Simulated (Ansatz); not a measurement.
A self-consistent single point of Ag (Fm-3m, 1 atom in the cell) with Ansatz (a program for electronic structure).

Method of the run: PBE (plane waves, PAW; Ansatz).

```xyz
1
Lattice="0.0000 2.0552 2.0552 2.0552 0.0000 2.0552 2.0552 2.0552 0.0000" Properties=species:S:1:pos:R:3 pbc="T T T"
Ag     0.0000     0.0000     0.0000
```

Reference input (self-consistent single point, DFT, PBE, plane waves, default PAW files): basis.ecutwfc = 420 eV; kpoints.mp_grid.grid = 14 14 14; hamiltonian.xc = pbe; hamiltonian.pseudopotentials = {kind: paw} (the program's default PAW files); scf.occupations.method = fermi_dirac; scf.occupations.width = 0.1 eV. This run's input differs from it in these lines:

Ansatz 0.2 input:
```diff
@@ -11,3 +11,3 @@
   mp_grid:
-    grid: [14, 14, 14]
+    grid: [23, 23, 23]
 hamiltonian:
@@ -18,4 +18,4 @@
   occupations:
-    method: fermi_dirac
-    width: 0.1 eV
+    method: methfessel_paxton
+    width: 0.01 eV
 output:
```

Output (repeated stretches shortened):

```
SCF iter   1: F=—  HF=-7590.547192 eV  |F-HF|=—  |Δ(HF+E_count)|=         —  Δρ=8.03e-4  dr2=1.48e-5  ethr=1.77e-3  ⟨swp⟩=4.9  Hψ=26893  notcnv=0
all-band conjugate gradients solve this SCF's bands
preconditioner: auto → none
SCF iter   2: F=—  HF=-7590.547390 eV  |F-HF|=—  |Δ(HF+E_count)|=   1.98e-4  S|Δr|=    0.00e0  Δρ=4.20e-4  dr2=4.49e-6  ethr=7.81e-8  ⟨swp⟩=2.1  Hψ=12757  notcnv=0  defer=76
SCF iter   3: F=—  HF=-7590.547426 eV  |F-HF|=—  |Δ(HF+E_count)|=   3.57e-5  S|Δr|=    0.00e0  Δρ=1.95e-4  dr2=5.72e-6  ethr=2.36e-8  ⟨swp⟩=2.0  Hψ=8687  notcnv=0  defer=76
SCF iter   4: F=—  HF=-7590.547424 eV  |F-HF|=—  |Δ(HF+E_count)|=   1.61e-6  S|Δr|=    0.00e0  Δρ=3.96e-5  dr2=2.33e-7  ethr=2.36e-8  ⟨swp⟩=2.1  Hψ=6929  notcnv=0  defer=76
SCF iter   5: F=-7590.547424 eV  HF=-7590.547424 eV  |F-HF|=1.48e-9  |Δ(HF+E_count)|=   5.99e-8  S|Δr|=    0.00e0  Δρ=3.87e-6  dr2=2.51e-10  ethr=5.26e-10  ⟨swp⟩=4.9  Hψ=16876  notcnv=0
SCF 1 converged in 5 iterations: F = -7590.547424 eV  dr2 = 2.51e-10
Stability not checked (fill_not_monotonic)
Free energy (F): -7590.547424 eV
Internal energy: -7590.547422 eV  (E = F + TS)
E sigma→0 (E₀):  -7590.547424 eV
Entropy (-TS):   -0.000001 eV (-0.001 meV/atom)
Fermi energy:    16.961854 eV
--- Forces (eV/Å), atoms counted from 1 ---
  atom   1  Ag    -0.00000000     0.00000000     0.00000000
--- Stress (GPa, compression-positive) ---
        2.685724      -0.000000       0.000000
       -0.000000       2.685724       0.000000
        0.000000      -0.000000       2.685724
  P = ⅓ Tr σ = 2.6857 GPa (26.857 kbar)
  The stress holds the Pulay correction. Without it, at fixed plane waves, as pw.x and ABINIT print it: P = 2.6192 GPa
```

The run converged in 5 iterations. Against the reference run the free energy goes up by 6.4 meV/atom and the pressure hardly changes (2.72 to 2.69 GPa).

The starting cell has typed, rounded lattice constants, without a prior relaxation at this level. Its lattice was rescaled by up to half a per cent. Ansatz's pressure includes its estimate of the finite-basis (Pulay) stress.
